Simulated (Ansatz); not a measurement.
The starting structures come from a database of crystals and need not be the phases stable at ambient conditions.

By PBEsol, the system below comes out a metal.

A figure of merit of an interconnect metal is its ballistic conductance per area.

Here is the system:

```xyz
3
Lattice="4.3079 0.0000 0.0000 -2.1539 3.7307 0.0000 0.0000 0.0000 4.8005" Properties=species:S:1:pos:R:3 pbc="T T T"
Sr     0.0000     0.0000     0.0000
Ga     0.0000     2.4871     2.4003
Ga     2.1539     1.2436     2.4003
```

Space group of this cell: P6/mmm. The cell is taken as given; by PBEsol its mean pressure is -1.1 GPa.

The current flows along the normal of the first two printed cell vectors, the (001) plane of the conventional cell. No spin-orbit coupling; the value is a mean over 0.1 eV about the Fermi level.

Q: State the ballistic conductance per area according to PBEsol in Ansatz (a program for electronic structure).

A: 0.23 × 10¹⁵ S/m² for both spins.
